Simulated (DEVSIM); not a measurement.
Device: abrupt Si n-p junction, at 300 K.

```tsv
layer (left to right)	material	thickness (μm)	Nd (cm⁻³)	Na (cm⁻³)	τn (s)	τp (s)
1	Si	25.0	1e18	-	3e-5	3e-5
2	Si	1.20	-	1.7e15	3e-5	3e-5
```

Left contact: ohmic. Right contact: ohmic. Voltage is applied to the left contact. Recombination: SRH at mid-gap, radiative. Gap narrowing is on: ΔEg = 6.92 meV × (l + √(l² + 0.5)), l = ln(N/1.3e17 cm⁻³), shared equally by both band edges. Mobility is constant in doping.

Constants are typed, rounded textbook-type inputs, not results; the design itself was drawn at random and stands for no fabricated device. Values at 300 K.

```
parameter           Si
-------------  -------
gap (eV)         1.124
affinity (eV)     4.05
permittivity      11.7
Nc (cm⁻³)      2.86e19
Nv (cm⁻³)       3.1e19
μn (cm²/Vs)       1417
μp (cm²/Vs)        470
B (cm³/s)      4.7e-15
```

Simulated with DEVSIM: 1D drift-diffusion, Boltzmann statistics, complete ionisation; no tunnelling, impact ionisation, image-force lowering or self-heating.

Question: Give the dark forward current.

Answer: 
```json
[
 {"V (V)": "-0.05", "J (A/cm²)": "-4.8e-8"},
 {"V (V)": "-0.10", "J (A/cm²)": "-3.6e-7"},
 {"V (V)": "-0.15", "J (A/cm²)": "-2.4e-6"},
 {"V (V)": "-0.20", "J (A/cm²)": "-1.6e-5"},
 {"V (V)": "-0.25", "J (A/cm²)": "-0.00010"},
 {"V (V)": "-0.30", "J (A/cm²)": "-0.00067"},
 {"V (V)": "-0.35", "J (A/cm²)": "-0.0044"},
 {"V (V)": "-0.40", "J (A/cm²)": "-0.029"},
 {"V (V)": "-0.45", "J (A/cm²)": "-0.19"},
 {"V (V)": "-0.50", "J (A/cm²)": "-1.2"},
 {"V (V)": "-0.55", "J (A/cm²)": "-7.3"},
 {"V (V)": "-0.60", "J (A/cm²)": "-40"},
 {"V (V)": "-0.65", "J (A/cm²)": "-170"},
 {"V (V)": "-0.70", "J (A/cm²)": "-540"},
 {"V (V)": "-0.75", "J (A/cm²)": "-1400"},
 {"V (V)": "-0.80", "J (A/cm²)": "-2800"}
]
```
